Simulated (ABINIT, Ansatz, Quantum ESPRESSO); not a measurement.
One structure in several programs: GaTc (P-6m2, 2 atoms in the cell)

Self-consistent single point.

```
GaTc
1.0
    2.83371     0.00000     0.00000
   -1.41686     2.45407     0.00000
    0.00000     0.00000     4.04042
Ga Tc
1 1
Cartesian
  1.41686   0.81802   2.02021
  0.00000   1.63604   0.00000
```

Shared settings, as Ansatz (an electronic-structure program) writes them: kpoints.mp_grid.grid = 11 11 7; magnetization.spin_orbit = true; scf.occupations.method = fermi_dirac; scf.occupations.width = 0.136 eV. Potentials and cutoffs stand in the table.

| code | model | pressure (GPa) | cutoff |
|---|---|---|---|
| ABINIT | PBEsol, spin-orbit coupling, PAW (JTH v2.0 PBE PAW, files made for PBE) | 3.51 | 20 Ha |
| Quantum ESPRESSO | PBEsol, spin-orbit coupling, PseudoDojo fully relativistic norm-conserving (PBESOL) pseudopotentials | 3.96 | 85 Ry |
| Ansatz | PBEsol with spin-orbit coupling, PAW files | 3.32 | default |

The spread over the programs that give each value: pressure within 0.64 GPa.

Ansatz's pressure is given at a fixed set of plane waves, as the other plane-wave codes print theirs; with its correction for the finite basis it is 3.41 GPa.

The starting cell comes from a database of computed structures (which also holds hypothetical and non-ambient phases and stackings), without a prior relaxation at this level. Its lattice was rescaled by a random factor within 2.5 % of one.

Left out of this page: Elk, FLEUR and SIESTA (not drawn, or without a comparable value).

Keys are those of Ansatz 0.2.
